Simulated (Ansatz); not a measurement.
Band structure of Y3Si (Pm-3m, 4 atoms in the cell).

```
CELL_PARAMETERS angstrom
      4.56843     0.00000     0.00000
      0.00000     4.56843     0.00000
      0.00000     0.00000     4.56843
ATOMIC_POSITIONS crystal
  Y  0.00000 0.50000 0.50000
  Y  0.50000 0.00000 0.50000
  Y  0.50000 0.50000 0.00000
  Si 0.00000 0.00000 0.00000
```

Method of the run: LDA (PW92), PAW files made with PBE (plane waves; Ansatz, a quantum-chemistry and plane-wave program).

Settings: basis.ecutwfc = 420 eV; kpoints.mp_grid.grid = 6 6 6; hamiltonian.xc = lda; hamiltonian.pseudopotentials = {kind: paw} (the program's default PAW files); scf.occupations.method = gaussian; scf.occupations.width = 0.272 eV; kpoints.band_path.npoints = 8.

The starting cell comes from a database of computed structures (which also holds hypothetical and non-ambient phases and stackings), without a prior relaxation at this level. Its lattice was rescaled by a random factor within 2.5 % of one.

Levels in eV from the Fermi level, bands 16 to 22:
```
point     16     17     18     19     20     21     22
-----  -----  -----  -----  -----  -----  -----  -----
Γ      -1.46  -0.92  -0.92  -0.92  -0.32  -0.32  -0.32
X      -1.72  -1.72  -0.27   0.19   1.36   1.36   1.70
M      -2.21  -0.63   0.20   0.20   0.42   1.46   1.46
R      -1.76  -1.47  -1.47  -1.47   1.67   1.67   1.67
```

Bands cross the Fermi level along this path, so the cell is metallic at this level.

Keys are those of Ansatz 0.2.
